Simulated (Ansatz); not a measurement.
**MoP: Mo → Zr**

Start from MoP (space group P-6m2, No. 187; a = 3.206 Å, c = 3.174 Å).

One thing is altered: full substitution Mo → Zr, then cell and atoms are relaxed.

All numbers come from plane-wave PAW DFT at the PBEsol level (Ansatz, a program for electronic structure, 420 eV), no SOC. Γ-centred 15×15×14 mesh, Fermi–Dirac width 0.05 eV, for the changed cell.

The volume per atom increases by 4.26 Å³ (14.13 Å³ → 18.39 Å³) and the density falls by 1.94 g/cm³ (7.46 g/cm³ → 5.52 g/cm³). The lattice parameter a grows by 0.332 Å, from 3.206 Å to 3.538 Å and the c/a ratio decreases by 0.031, from 0.990 to 0.959. The shortest interatomic distance grows by 0.217 Å, from 2.438 Å to 2.655 Å and the band gap is still zero.

Final structure:

```
ZrP
1.0
    3.53790     0.00000     0.00000
   -1.76895     3.06391     0.00000
    0.00000     0.00000     3.39253
Zr P
1 1
Direct
  0.00000   0.00000   0.00000
  0.66667   0.33333   0.50000
```

No phonon test of stability was made. As relaxed here, ZrP is a hypothetical phase, not in the database extracts checked. The final runs are not spin-polarised. An odd electron count without spin: ZrP and MoP. ZrP has a high density of states at the Fermi level and may be magnetic at this level.
